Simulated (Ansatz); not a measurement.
The starting structures come from a database of crystals and need not be the phases stable at ambient conditions.

By PBEsol, the system below comes out a metal.

The ballistic (Sharvin) conductance counts the channels at the Fermi level: G/A = (e²/h) × channels of both spins per area.

```
Cu
1.0
    4.05970     0.00000     0.00000
    1.90226     3.58645     0.00000
    2.02985     1.22107     0.83585
Cu
1
Cartesian
  0.00000   0.00000   0.00000
```

Space group of this cell: I4/mmm. The cell is strained (all lengths scaled by 1.02); by PBEsol its mean pressure is -9.6 GPa.

The current flows along the normal of the first two printed cell vectors, the (111) plane of the conventional cell. No spin-orbit coupling; the value is a mean over 0.1 eV about the Fermi level.

Predict the ballistic conductance per area from PBEsol (Ansatz, a program for electronic structure).

1.2 × 10¹⁵ S/m² for both spins.
